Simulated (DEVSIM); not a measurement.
Device: abrupt Si n-p junction, at 300 K.

Layer 1 from the left is Si, thickness (μm) 0.520, Nd (cm⁻³) 7.8e15, τn (s) 1.5e-5, τp (s) 1.5e-5. Layer 2 from the left is Si, thickness (μm) 12.0, Na (cm⁻³) 2e17, τn (s) 1.5e-5, τp (s) 1.5e-5.

Left contact: ohmic. Right contact: ohmic. Voltage is applied to the left contact. Recombination: SRH at mid-gap, Auger. Mobility is μmin + (μ − μmin)/(1 + (N/Nref)^α).

This is a model device: material constants are rounded textbook-type values typed into the input, and sizes, dopings and lifetimes were drawn at random. Values at 300 K.

Si: gap (eV) 1.124, affinity (eV) 4.05, permittivity 11.7, Nc (cm⁻³) 2.86e19, Nv (cm⁻³) 3.1e19, μn (cm²/Vs) 1417, μp (cm²/Vs) 470, μn,min 52, μp,min 45, Nref,n 9.7e16, Nref,p 2.2e17, αn 0.68, αp 0.72, Cn (cm⁶/s) 2.8e-31, Cp (cm⁶/s) 9.9e-32.

Model (solved in DEVSIM): 1D drift-diffusion, Boltzmann statistics, complete ionisation; no tunnelling, impact ionisation, image-force lowering or self-heating.

Problem. What does the simulation give for the potential step across the device at zero bias, the dark forward voltage at 1 A/cm²?

Solution. potential step across the device at zero bias 0.781 V; dark forward voltage at 1 A/cm² 0.543 V.
